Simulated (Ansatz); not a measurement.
Surface energy of faces of hcp Tl in PBE and in LDA, in Ansatz (plane waves, PAW). Symmetric slabs relaxed with PBE from ideal cuts in 1x1 cells (the lowest computed cut and spin start of each face; real faces may reconstruct in larger cells); LDA values are single points on them, with the bulk at the same level. No spin-orbit coupling, no U.

```
face     PBE (J/m²)  LDA (J/m²)
-------  ----------  ----------
(0001)         0.28        0.44
(10-10)        0.25        0.40
(10-11)        0.28        0.45
(10-12)        0.30        0.45
(10-13)        0.30        0.44
(11-20)        0.30        0.48
(11-21)        0.30           ?
(11-22)        0.28        0.45
(11-23)        0.30        0.47
```

Question: Fit a straight line y = a·x + b by least squares to the 8 complete rows (x: PBE (J/m²); y: LDA (J/m²)).

Answer: the means are x̄ = 0.2863 and ȳ = 0.4475; Σ(x − x̄)² = 0.0021875 and Σ(x − x̄)(y − ȳ) = 0.0024250, so a = 1.109 and b = ȳ − a·x̄ = 0.130. The largest residual is 0.023.

Question: What does the line predict for the withheld row, (11-21), and what did the calculation give?

Answer: the line gives 0.46; the calculation gave 0.46, a miss of 0.00, of the size of the fitted rows' scatter and rounding.

Ansatz is a quantum-chemistry and plane-wave program.
